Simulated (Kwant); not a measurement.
Device: quantum point contact (saddle potential) in a GaN two-dimensional gas. Effective mass 0.22 mₑ, grid spacing 6.2 nm, hard walls, nominal width 150 nm (25 grid rows, so walls 161.2 nm apart), one parabolic valley, scattering region 450 nm long along x; energies count from the band bottom; Fermi energy 0.00122 eV. Potential (V0 + ½k y²) cos²(πx/L) for |x| < L/2, with V0 swept from 0.001281 to 0 eV, k = 1.6e-06 eV/nm², L = 280 nm.

The device is made up for the run: typed textbook-type constants, with dimensions and the other settings drawn at random.

Computed with Kwant: effective-mass tight-binding model on a square grid, one spin, coherent transport at 0 K. Conductance is in e²/h.

Sweep values stay those of the base run.

The effective mass was swept, all else fixed.

```tsv
effective mass (mₑ)	G (e²/h) at V0 = 0.3342 meV	G (e²/h) at V0 = 0.6498 meV	G (e²/h) at V0 = 0.9654 meV	mean G (e²/h) over the sweep
0.13	1.00	___	___	___
0.18	1.00	0.97	0.060	0.66
0.22	1.01	0.99	0.094	0.76
0.29	1.11	1.00	0.18	0.91
```

Task: Fill in the missing entries.

Result: 
- 0.13, G (e²/h) at V0 = 0.6498 meV: 0.83
- 0.13, G (e²/h) at V0 = 0.9654 meV: 0.032
- 0.13, mean G (e²/h) over the sweep: 0.58
